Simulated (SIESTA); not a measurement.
Input and output of a self-consistent single point for FeNi₃ (Pm-3m, 4 atoms in the cell) (SIESTA).

Level of theory: GGA PBE, numerical atomic orbitals DZP, PseudoDojo PBE standard norm-conserving potentials (rewritten from UPF to PSML) (SIESTA).

```
CELL_PARAMETERS angstrom
      3.46127     0.00000     0.00000
      0.00000     3.46127     0.00000
      0.00000     0.00000     3.46127
ATOMIC_POSITIONS crystal
  Fe 0.00000 0.00000 0.00000
  Ni 0.00000 0.50000 0.50000
  Ni 0.50000 0.00000 0.50000
  Ni 0.50000 0.50000 0.00000
```
Moments meant for the start (each program seeds them in its own way; μB, in the order of the atoms Fe Ni Ni Ni): 4.0 2.0 2.0 2.0.

Reference input (self-consistent single point, DFT, GGA PBE, numerical atomic orbitals DZP, PseudoDojo PBE standard norm-conserving potentials (rewritten from UPF to PSML)): XC.functional = GGA; XC.authors = PBE; potentials = PseudoDojo PBE standard; PAO.BasisSize = DZP; PAO.EnergyShift = 0.01 Ry; MeshCutoff = 300 Ry; kgrid.MonkhorstPack = 7 7 7; OccupationFunction = FD; ElectronicTemperature = 0.1 eV; Spin = polarized; DM.InitSpin = [1 +4.00, 2 +2.00, 3 +2.00, 4 +2.00]; MaxSCFIterations = 150. This run's input differs from it in these lines:

```diff
@@ -30,5 +30,5 @@
 %block kgrid.MonkhorstPack
-    7   0   0  0.0
-    0   7   0  0.0
-    0   0   7  0.0
+    8   0   0  0.5
+    0   8   0  0.5
+    0   0   8  0.5
 %endblock kgrid.MonkhorstPack
```

Output (repeated stretches shortened):

```
        iscf     Eharris(eV)        E_KS(eV)     FreeEng(eV)     dDmax    Ef(eV) dHmax(eV)
   scf:    1   -17041.741674   -17086.864127   -17086.957707  0.625514 -0.771685 16.298627
     spin moment: {S} , |S| = {        0.0        0.0    6.27384 }     6.27384
   scf:    2   -17101.072637   -17096.715330   -17096.780802  0.176526 -1.668948 12.386364
     spin moment: {S} , |S| = {        0.0        0.0    5.87606 }     5.87606
   scf:    3   -17103.687450   -17100.644017   -17100.713837  0.105496 -2.241303  6.135052
     spin moment: {S} , |S| = {        0.0        0.0    5.79622 }     5.79622
   [... lines left out ...]
     spin moment: {S} , |S| = {        0.0        0.0    4.73362 }     4.73362
   scf:   15   -17103.471939   -17103.471952   -17103.580299  0.000108 -3.553853  0.002295
     spin moment: {S} , |S| = {        0.0        0.0    4.73474 }     4.73474
   scf:   16   -17103.471954   -17103.471953   -17103.580299  0.000045 -3.553996  0.000087
     spin moment: {S} , |S| = {        0.0        0.0    4.73441 }     4.73441
   scf:   17   -17103.471953   -17103.471953   -17103.580299  0.000003 -3.554003  0.000097
     spin moment: {S} , |S| = {        0.0        0.0    4.73439 }     4.73439
SCF Convergence by DM+H criterion
max |DM_out - DM_in|         :     0.0000026521
max |H_out - H_in|      (eV) :     0.0000972315
SCF cycle converged after 17 iterations

Using DM_out to compute the final energy and forces

siesta: E_KS(eV) =           -17103.4720

siesta: E_KS - E_eggbox =    -17103.4720

siesta: Atomic forces (eV/Ang):
     1    0.000000   -0.000000    0.000000
     2    0.000000    0.000000   -0.000000
     3    0.000000    0.000000   -0.000000
     4    0.000000    0.000000    0.000000
   Tot    0.000000    0.000000   -0.000000
   Max    0.000000
   Res    0.000000    sqrt( Sum f_i^2 / 3N )
   Max    0.000000    constrained

Stress tensor Voigt[x,y,z,yz,xz,xy] (kbar):      -81.12      -81.12      -81.12       -0.00       -0.00        0.00
(Free)E + p*V (eV/cell)   -17101.4806
   [... lines left out ...]
siesta: FreeEng =    -17103.580299
siesta: Cell volume =         41.467508 Ang**3
siesta:          81.12399880         81.12399880  kBar
   [... lines left out ...]

             -0.089  -0.082  -0.089

mulliken: Qtot =       32.633

Mulliken Atomic Populations:
Atom #   charge [q] valence [e]      Sz [e]  Species
     1    -0.217882   16.217882    3.008906  Fe
     2     0.072627   17.927373    0.575162  Ni
     3     0.072627   17.927373    0.575162  Ni
     4     0.072627   17.927373    0.575162  Ni
 Total     0.000000                4.734393
```

The run converged in 17 iterations. Against the reference run the free energy is nearly the same (within 1 meV/atom), the pressure goes from 8.32 to 8.11 GPa and the size of the net moment moves little (1.20 to 1.18 μB/atom).

The starting cell comes from a database of computed structures (which also holds hypothetical and non-ambient phases and stackings), without a prior relaxation at this level. Its lattice was rescaled by a random factor within 2.5 % of one. The magnetic order is the one reached from the typed start; others were not searched systematically. Values carry the incompleteness of an atom-centred basis.

Cost on one core of a shared machine: roughly 60 s.
